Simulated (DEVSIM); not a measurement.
System: illuminated Si n-on-p cell, one wavelength, at 400 K.

Layer 1 from the left is Si, thickness (μm) 0.410, Nd (cm⁻³) 3.5e18, τn (s) 4.2e-7, τp (s) 8.6e-7, absorption coefficient (cm⁻¹) 180. Layer 2 from the left is Si, thickness (μm) 30.0, Na (cm⁻³) 2.4e16, τn (s) 3.2e-5, τp (s) 3.2e-5, absorption coefficient (cm⁻¹) 180.

Left contact: ohmic, minority hole recombination velocity 20 cm/s. Right contact: ohmic, minority electron recombination velocity 700 cm/s. Voltage is applied to the left contact. Recombination: SRH at mid-gap, radiative, Auger. Light enters at the left, 1.3e16 photons cm⁻² s⁻¹, one pass, no reflection. Mobility is constant in doping.

This is a model device: material constants are rounded textbook-type values typed into the input, and sizes, dopings and lifetimes were drawn at random. Values at 300 K; Nc and Nv go as T^1.5, mobilities as T to minus their exponent, the gap by Varshni's rule with the affinity fixed.

Si: gap (eV) 1.124, affinity (eV) 4.05, permittivity 11.7, Nc (cm⁻³) 2.86e19, Nv (cm⁻³) 3.1e19, μn (cm²/Vs) 1417, μp (cm²/Vs) 470, T exponent of μn 2.3, T exponent of μp 2.2, B (cm³/s) 4.7e-15, Cn (cm⁶/s) 2.8e-31, Cp (cm⁶/s) 9.9e-32, Varshni α (eV/K) 0.000473, Varshni β (K) 636.

Model (solved in DEVSIM): 1D drift-diffusion, Boltzmann statistics, complete ionisation; no tunnelling, impact ionisation, image-force lowering or self-heating.

Task: What does the simulation give for the potential step across the device at zero bias, the share of generated pairs collected at short circuit, the largest field in the device at zero bias?

Result: potential step across the device at zero bias 0.747 V; share of generated pairs collected at short circuit 0.963; largest field in the device at zero bias 130000 V/cm.
